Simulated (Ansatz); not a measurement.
An Ansatz (a program for electronic structure) run: Al2Cu with a change (isotropic strain +0.49 %); plane-wave PAW DFT at the PBEsol level (Ansatz, 420 eV), spin-orbit coupling left out, earlier PAW set.

Input:

Ansatz 0.2 input:
```yaml
crystal:
  lattice:
    - [-3.0157237863, 3.0157237863, 2.4190238665]
    - [3.0157237863, -3.0157237863, 2.4190238665]
    - [3.0157237863, 3.0157237863, -2.4190238665]
  atoms:
    - { symbol: Al, position: [0.6589306149, 0.1589306149, 0.8178612298] }
    - { symbol: Al, position: [0.8410693851, 0.6589306149, 0.5] }
    - { symbol: Al, position: [0.1589306149, 0.3410693851, 0.5] }
    - { symbol: Al, position: [0.3410693851, 0.8410693851, 0.1821387702] }
    - { symbol: Cu, position: [0.25, 0.25, 0] }
    - { symbol: Cu, position: [0.75, 0.75, 0] }
basis: { ecutwfc: 420, ecutrho_ratio: 4, xc_grid: 2, fft_grid_basis: typed }
kpoints: { mp_grid: { grid: [12, 12, 12] } }
hamiltonian:
  xc: pbesol
  dispersion: none
  pseudopotentials: { azcp: { folder: ./paw }, kind: paw }
scf: { occupations: { method: fermi_dirac, width: 0.05 }, convergence: { dr2_threshold: 0.0000000006 } }
relax: { f_tol: 0.005, max_steps: 50 }
output: { forces: true, stress: true }
checkpoint: { write: state.ck, write_every: 1000 }
```

Output (explanatory and most iteration lines left out):

```
Relaxation: its limit of steps is 50 (relax.max_steps)
Pseudopotential: Al, paw, valence charge 3
Pseudopotential: Cu, paw, valence charge 19
Crystal: 6 atoms, lattice volume = 88.000 Å³
Basis set: ecut = 420 eV, 1713 PW (Γ), exchange–correlation on 72×72×72 points (8 copies of the dense FFT grid, shifted against one another)
Bands: 31, of which v1, the nominal top of the filled ones, is band 25 counted from 1 (24 counted from 0)
Symmetry: 16 space group operations
Space group: I4/mcm (ITA 140), of the structure as read, at distance tolerance 4.4e-5 Å
k-points: 163 of 1728
Functional: x = pbesol(κ = 0.804, μ = 0.12345679012345678), c = pbesol(β = 0.046)
SCF iter   1: F=—  HF=-15284.818114 eV  |F-HF|=—  |Δ(HF+E_count)|=         —  Δρ=3.73e-1  dr2=9.08e1  ethr=3.10e-3  ⟨swp⟩=8.1  Hψ=24867  notcnv=0  defer=2
SCF iter   2: F=—  HF=-15278.317630 eV  |F-HF|=—  |Δ(HF+E_count)|=    6.50e0  Δρ=1.15e-1  dr2=1.10e1  ethr=3.10e-3  ⟨swp⟩=2.3  Hψ=11439  notcnv=0  defer=101
SCF 1 converged in 10 iterations: F = -15276.800171 eV  dr2 = 5.91e-10
relax step   1: F+E_penalty+E_count = -15276.80017084 eV  Δ(F+E_penalty+E_count) = +0.000e0 eV  max|allowed force component| = 6.050e-3 eV/Å  Δτ_max = 0.0000 Å  (10 SCF iters, accepted)
Crystal: 6 atoms, lattice volume = 88.000 Å³
SCF iter   1: F=—  HF=-15276.800193 eV  |F-HF|=—  |Δ(HF+E_count)|=         —  Δρ=5.58e-5  dr2=6.64e-6  ethr=1.32e-8  ⟨swp⟩=1.9  Hψ=14761  notcnv=0  defer=130
SCF iter   2: F=—  HF=-15276.800192 eV  |F-HF|=—  |Δ(HF+E_count)|=   7.63e-7  Δρ=3.66e-5  dr2=3.05e-6  ethr=1.32e-8  ⟨swp⟩=1.0  Hψ=4924  notcnv=0  defer=130
SCF 2 converged in 6 iterations: F = -15276.800190 eV  dr2 = 2.22e-11
relax step   2: F+E_penalty+E_count = -15276.80018960 eV  Δ(F+E_penalty+E_count) = -1.876e-5 eV  max|allowed force component| = 8.554e-4 eV/Å  Δτ_max = 0.0010 Å  (6 SCF iters, accepted)
SCF converged after 6 iterations
Free energy (F): -15276.800190 eV
Internal energy: -15276.782857 eV  (E = F + TS)
E sigma→0 (E₀):  -15276.791523 eV
Entropy (-TS):   -0.017332 eV (-2.889 meV/atom)
Fermi energy:    10.352193 eV
--- Forces (eV/Å), atoms counted from 1 ---
  atom   1  Al     0.00085543     0.00085543     0.00000000
  atom   2  Al     0.00085543    -0.00085543     0.00000000
  atom   3  Al    -0.00085543     0.00085543     0.00000000
  atom   4  Al    -0.00085543    -0.00085543     0.00000000
  atom   5  Cu     0.00000000     0.00000000     0.00000000
  atom   6  Cu    -0.00000000    -0.00000000     0.00000000
--- Stress (GPa, compression-positive) ---
       -1.562402       0.000000      -0.000000
        0.000000      -1.562402      -0.000000
       -0.000000      -0.000000      -1.497632
  P = ⅓ Tr σ = -1.5408 GPa (-15.408 kbar)
--- Relaxed structure (2 steps of the walk, 2 accepted, 0 SCFs on fresh bases) ---
  atoms:
    - { symbol: Al, position: [0.6590433241584989, 0.15904332415849898, 0.8180866483169977] }
    - { symbol: Al, position: [0.840956675841501, 0.659043324158499, 0.5] }
    - { symbol: Al, position: [0.15904332415849895, 0.3409566758415011, 0.5] }
    - { symbol: Al, position: [0.3409566758415011, 0.840956675841501, 0.18191335168300216] }
    - { symbol: Cu, position: [0.25, 0.25, 2.9959700371402256e-21] }
    - { symbol: Cu, position: [0.75, 0.75, 2.9959700371402256e-21] }
```

Whether these cells are dynamically stable was not tested. All final runs are without spin polarisation. The cell was made from Al₂Cu (space group I4/mcm, No. 140) by this change: isotropic strain +0.49 %.
